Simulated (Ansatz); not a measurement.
**HfN (model structure, started from the NbAs type, I4₁md, No. 109, 4 atoms in the cell): properties by level of theory**

| level (code) | equilibrium lattice constant a (Å) | lattice parameter c (Å) |
|---|---|---|
| PBE (Ansatz) | (withheld) | (withheld) |
| PBEsol (Ansatz) | 2.955 | (withheld) |
| PBE-D3(BJ) (Ansatz) | 2.968 | 10.768 |

Problem. Some entries are withheld; supply them.

Solution. 
- PBE (Ansatz, an electronic-structure program), equilibrium lattice constant a (Å): 2.990
- PBE (Ansatz), lattice parameter c (Å): 10.840
- PBEsol (Ansatz), lattice parameter c (Å): 10.734

Ansatz's density-functional and Hartree–Fock values are scalar-relativistic unless marked +SOC, with PAW data made under PBE.

Computed values are for the static lattice.

A model structure was made by putting elements into a prototype or built by hand; it is no filed structure, need not be a known phase, and can be a saddle point held by its symmetry.
